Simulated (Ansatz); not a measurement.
TiO2 (rutile type), cell Ti24O48, with the crystal as the starting point [in the run: it stayed crystalline; mean temperature 1912 K (target 1950 K); under uneven stress (diagonal components 1.8 GPa apart)]; MD at a mean temperature of 1912 K and a mean pressure of 0.1 GPa, 1.1 ps sampled (in preparation the cell's angles were held), k-points: Γ only, no spin polarisation or spin-orbit coupling.

Prepared at the same level. On the run's last frame a denser k-mesh moved the forces by 0.027 eV/Å rms, the static pressure by -0.04 GPa and the free energy by -3 meV/atom, which is about how far such values are converged. Warnings of the run: stress scf threshold loose, symmetry auto disabled.

What is the computed volume per atom; density; coordination of Ti (bonds up to O-Ti 2.82 Å) (Ansatz (an electronic-structure program) with r2SCAN)?


The volume per atom is 11.0 Å³ and the density comes out as 4.00 g/cm³. The coordination of Ti (bonds up to O-Ti 2.82 Å) is 6.02 (6-fold 96 %, 7-fold 3 %).
